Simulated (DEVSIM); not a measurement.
Structure: abrupt InP p-n junction, at 350 K.

```tsv
layer (left to right)	material	thickness (μm)	Nd (cm⁻³)	Na (cm⁻³)	τn (s)	τp (s)
1	InP	0.690	-	9.2e16	6.7e-9	6.7e-9
2	InP	120	2.5e14	-	6.7e-9	6.7e-9
```

Left contact: ohmic. Right contact: ohmic. Voltage is applied to the left contact. Recombination: SRH at mid-gap. Mobility is μmin + (μ − μmin)/(1 + (N/Nref)^α).

This is a model device: material constants are rounded textbook-type values typed into the input, and sizes, dopings and lifetimes were drawn at random. Values at 300 K; Nc and Nv go as T^1.5, mobilities as T to minus their exponent, the gap by Varshni's rule with the affinity fixed.

```
parameter              InP
----------------  --------
gap (eV)             1.344
affinity (eV)         4.38
permittivity          12.5
Nc (cm⁻³)           5.7e17
Nv (cm⁻³)           1.1e19
μn (cm²/Vs)           5200
μp (cm²/Vs)            170
μn,min                 400
μp,min                  10
Nref,n                3e17
Nref,p              4.9e17
αn                    0.47
αp                    0.62
T exponent of μn         2
T exponent of μp         2
Varshni α (eV/K)  0.000363
Varshni β (K)          162
```

Model (solved in DEVSIM): 1D drift-diffusion, Boltzmann statistics, complete ionisation; no tunnelling, impact ionisation, image-force lowering or self-heating.

The thickness of layer 1 was swept, all else fixed.

```
thickness of layer 1 (μm)  dark forward voltage at 1 A/cm² (V)
-------------------------  -----------------------------------
0.14                                                       [?]
0.24                                                     0.838
0.41                                                     0.844
0.69                                                     0.848
1.2                                                      0.851
2.1                                                      0.854
3.4                                                      0.855
```

Q: Complete the blanks.

A: 
- 0.14, dark forward voltage at 1 A/cm² (V): 0.830
